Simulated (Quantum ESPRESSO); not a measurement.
Worked example: self-consistent single point of BaTiO3 (Amm2, 5 atoms in the cell) in Quantum ESPRESSO.

Method: LDA (PZ), PSlibrary PAW (LDA, semicore) pseudopotentials (plane waves; Quantum ESPRESSO).

```yaml
crystal:
  lattice:
    - [4.00325, 0.00000, 0.00000]
    - [0.00000, 2.87691, 2.88972]
    - [0.00000, -2.87691, 2.88972]
  atoms:
    - { symbol: Ba, position: [0.00000, 0.01206, 0.01206] }
    - { symbol: Ti, position: [0.50000, 0.51850, 0.51850] }
    - { symbol: O, position: [0.50000, 0.97843, 0.49135] }
    - { symbol: O, position: [0.50000, 0.49135, 0.97843] }
    - { symbol: O, position: [0.00000, 0.48820, 0.48820] }
```

Reference input (self-consistent single point, DFT, LDA (PZ), plane waves, GBRV 1.5 ultrasoft (LDA) pseudopotentials): ecutwfc = 50 Ry; ecutrho = 400 Ry; occupations = fixed; potentials = {Ba: ba_lda_v1.uspp.F.UPF, Ti: ti_lda_v1.4.uspp.F.UPF, O: o_lda_v1.2.uspp.F.UPF}; K_POINTS = automatic 2 2 2 0 0 0; nbnd = 22; conv_thr = 1e-09 Ry; mixing_beta = 0.4. This run's input differs from it in these lines:

```diff
@@ -12,4 +12,4 @@
  ntyp = 3,
- ecutwfc = 50,
- ecutrho = 400,
+ ecutwfc = 27,
+ ecutrho = 297,
  occupations = 'fixed',
@@ -22,5 +22,5 @@
 ATOMIC_SPECIES
-Ba   137.3270  ba_lda_v1.uspp.F.UPF
-Ti    47.8670  ti_lda_v1.4.uspp.F.UPF
-O     15.9990  o_lda_v1.2.uspp.F.UPF
+Ba   137.3270  Ba.pz-spn-kjpaw_psl.1.0.0.UPF
+Ti    47.8670  Ti.pz-spn-kjpaw_psl.1.0.0.UPF
+O     15.9990  O.pz-n-kjpaw_psl.1.0.0.UPF
 ATOMIC_POSITIONS {angstrom}
```

The program printed (abridged):

```
     Self-consistent Calculation

     iteration #  1     ecut=    27.00 Ry     beta= 0.40

     negative rho (up, down):  5.358E+01 0.000E+00

     total energy              =    -732.96231964 Ry
     estimated scf accuracy    <   10748.13642077 Ry

     iteration #  2     ecut=    27.00 Ry     beta= 0.40

     negative rho (up, down):  6.829E+01 0.000E+00

     total energy              =    -810.27986215 Ry
     estimated scf accuracy    <   14440.95242542 Ry

     iteration #  3     ecut=    27.00 Ry     beta= 0.40

     negative rho (up, down):  4.932E+01 0.000E+00

     total energy              =    -802.55931980 Ry
     estimated scf accuracy    <   30203.76830725 Ry

   [... 95 blocks of this kind left out ...]

     iteration # 99     ecut=    27.00 Ry     beta= 0.40

     negative rho (up, down):  2.694E+02 0.000E+00

     total energy              =   -1590.41951428 Ry
     estimated scf accuracy    <       0.47745128 Ry

     iteration #100     ecut=    27.00 Ry     beta= 0.40

     negative rho (up, down):  2.694E+02 0.000E+00

     total energy              =   -1590.41698912 Ry
     estimated scf accuracy    <       0.11282743 Ry
     End of self-consistent calculation

     convergence NOT achieved after 100 iterations: stopping

   JOB DONE.
```

The run ended unconverged after 100 iterations.  The full log also holds: “c_bands:  1 eigenvalues not converged”. The full log also holds: “c_bands:  2 eigenvalues not converged”.

The starting cell comes from a database of computed structures (which also holds hypothetical and non-ambient phases and stackings), without a prior relaxation at this level. Its lattice was rescaled by up to half a per cent. One atom was moved a little off its site on purpose.

Cost on one core of a shared machine: roughly 2 min.
